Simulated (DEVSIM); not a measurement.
Device: abrupt Si n-p junction, at 300 K.

Layer 1 from the left is Si, thickness (μm) 0.730, Nd (cm⁻³) 2e16, τn (s) 5.1e-5, τp (s) 5.1e-5. Layer 2 from the left is Si, thickness (μm) 2.00, Na (cm⁻³) 1.6e14, τn (s) 5.1e-5, τp (s) 5.1e-5.

Left contact: ohmic. Right contact: ohmic. Voltage is applied to the left contact. Recombination: SRH at mid-gap. Mobility is μmin + (μ − μmin)/(1 + (N/Nref)^α).

The device is made up for the run: typed textbook-type constants, with dimensions and the other settings drawn at random. Values at 300 K.

Si: gap (eV) 1.124, affinity (eV) 4.05, permittivity 11.7, Nc (cm⁻³) 2.86e19, Nv (cm⁻³) 3.1e19, μn (cm²/Vs) 1417, μp (cm²/Vs) 470, μn,min 52, μp,min 45, Nref,n 9.7e16, Nref,p 2.2e17, αn 0.68, αp 0.72.

Simulated with DEVSIM: 1D drift-diffusion, Boltzmann statistics, complete ionisation; no tunnelling, impact ionisation, image-force lowering or self-heating.

Q: What does the simulation give for the dark forward voltage at 1 A/cm², the potential step across the device at zero bias, the largest field in the device at zero bias?

A: dark forward voltage at 1 A/cm² 0.447 V; potential step across the device at zero bias 0.621 V; largest field in the device at zero bias 8800 V/cm.
